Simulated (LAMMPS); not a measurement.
Molecular dynamics of Al (fcc), 2048 atoms, at 200 K and 0 GPa, heated as the crystal.

Level of theory: classical MD, pair style adp, file AlCu.adp; code LAMMPS.

| angle (°) | probability per degree, Al-Al-Al |
|---|---|
| 49.50 | 0.0000 |
| 52.50 | 0.0005 |
| 55.50 | 0.0121 |
| 58.50 | 0.0492 |
| 61.50 | 0.0462 |
| 64.50 | 0.0121 |
| 67.50 | 0.0011 |
| 70.50 | 0.0000 |
| 73.50 | 0.0000 |
| 76.50 | 0.0000 |
| 79.50 | 0.0001 |
| 82.50 | 0.0012 |
| 85.50 | 0.0085 |
| 88.50 | 0.0210 |
| 91.50 | 0.0203 |
| 94.50 | 0.0080 |
| 97.50 | 0.0013 |
| 100.5 | 0.0001 |
| 103.5 | 0.0000 |
| 106.5 | 0.0000 |
| 109.5 | 0.0003 |
| 112.5 | 0.0038 |
| 115.5 | 0.0185 |
| 118.5 | 0.0399 |
| 121.5 | 0.0379 |
| 124.5 | 0.0169 |
| 127.5 | 0.0036 |
| 130.5 | 0.0004 |
| 133.5 | 0.0000 |
| 136.5 | 0.0000 |
| 139.5 | 0.0000 |
| 142.5 | 0.0000 |
| 145.5 | 0.0000 |
| 148.5 | 0.0000 |
| 151.5 | 0.0000 |
| 154.5 | 0.0000 |
| 157.5 | 0.0000 |
| 160.5 | 0.0000 |
| 163.5 | 0.0000 |
| 166.5 | 0.0001 |
| 169.5 | 0.0012 |
| 172.5 | 0.0062 |
| 175.5 | 0.0139 |
| 178.5 | 0.0089 |

Main features:
- state found: crystal; no diffusion seen in 30 ps
- most common Al-Al-Al angle: at the 3° bin centred on 58.5°, after smoothing over three bins (mean of all 98°)
